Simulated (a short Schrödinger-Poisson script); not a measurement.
Structure: gated Al0.33Ga0.67As/GaAs δ-doped gas, at 300 K.

| layer | material | thickness (nm) | Na (cm⁻³) |
|---|---|---|---|
| 1 | Al0.33Ga0.67As | 15 | - |
| 2 | Al0.33Ga0.67As | 10 | - |
| 3 | GaAs | 6000 | 7e15 |

The device is made up for the run: typed textbook-type constants, with dimensions and the other settings drawn at random. Al0.33Ga0.67As: permittivity 11.96, conduction-band edge (eV) 0.261, gap (eV) 1.836, electron mass (mₑ) 0.0944, Nv at 300 K (cm⁻³) 9e18. GaAs: permittivity 12.9, conduction-band edge (eV) 0, gap (eV) 1.424, Nv at 300 K (cm⁻³) 9e18.

Channel valleys (confinement mass, in-plane density-of-states mass, number): Γ 0.067, 0.067, 1. At the gate the conduction-band edge of layer 1 lies 1.01 eV − eVg above the Fermi level of the channel; the field vanishes at the back. Sheet of ionised δ-doping: +1.8e12 e/cm² at 15 nm from the gate. The barrier under the gate holds no holes. Gaps are held at their typed values at every temperature. Mesh 0.08 nm at interfaces.

Solved with a short Schrödinger-Poisson script written for these runs: 1D Poisson equation in equilibrium, electrons quantum, Hartree (BenDaniel-Duke, 40 states a valley, the channel's in-plane mass for all, wave functions free to enter the barrier), parabolic valleys, classical holes, full ionisation, no traps, pinning or gate leakage.

The same stack at other levels of the model or other numerical settings:

```json
[
 {"run": "base", "sheet density of all electrons at Vg = 0.5 V (cm⁻²)": "9.28e10", "capacitance at Vg = 0.5 V (μF/cm²)": "0.224", "centroid of the channel electrons at Vg = 0.5 V (nm)": "7.47", "rough cost against the base": "about 1"},
 {"run": "electrons treated as classical, Boltzmann", "sheet density of all electrons at Vg = 0.5 V (cm⁻²)": "1.15e11", "capacitance at Vg = 0.5 V (μF/cm²)": "0.255", "centroid of the channel electrons at Vg = 0.5 V (nm)": "5.09", "rough cost against the base": "0.04"},
 {"run": "electrons treated as classical, Fermi-Dirac", "sheet density of all electrons at Vg = 0.5 V (cm⁻²)": "1.11e11", "capacitance at Vg = 0.5 V (μF/cm²)": "(withheld)", "centroid of the channel electrons at Vg = 0.5 V (nm)": "5.32", "rough cost against the base": "0.2"},
 {"run": "electrons treated as quantum, Hartree plus LDA exchange-correlation", "sheet density of all electrons at Vg = 0.5 V (cm⁻²)": "1.00e11", "capacitance at Vg = 0.5 V (μF/cm²)": "0.235", "centroid of the channel electrons at Vg = 0.5 V (nm)": "7.29", "rough cost against the base": "about 1"},
 {"run": "mesh six times as coarse", "sheet density of all electrons at Vg = 0.5 V (cm⁻²)": "9.28e10", "capacitance at Vg = 0.5 V (μF/cm²)": "0.224", "centroid of the channel electrons at Vg = 0.5 V (nm)": "7.46", "rough cost against the base": "0.3"},
 {"run": "one subband a valley", "sheet density of all electrons at Vg = 0.5 V (cm⁻²)": "(withheld)", "capacitance at Vg = 0.5 V (μF/cm²)": "(withheld)", "centroid of the channel electrons at Vg = 0.5 V (nm)": "5.76", "rough cost against the base": "0.2"}
]
```

Fill in the missing entries.


- one subband a valley, sheet density of all electrons at Vg = 0.5 V (cm⁻²): 8.34e10
- one subband a valley, capacitance at Vg = 0.5 V (μF/cm²): 0.216
- electrons treated as classical, Fermi-Dirac, capacitance at Vg = 0.5 V (μF/cm²): 0.243

The classical rows ignore confinement, and Boltzmann statistics overrate the density once the band edge passes the Fermi level.
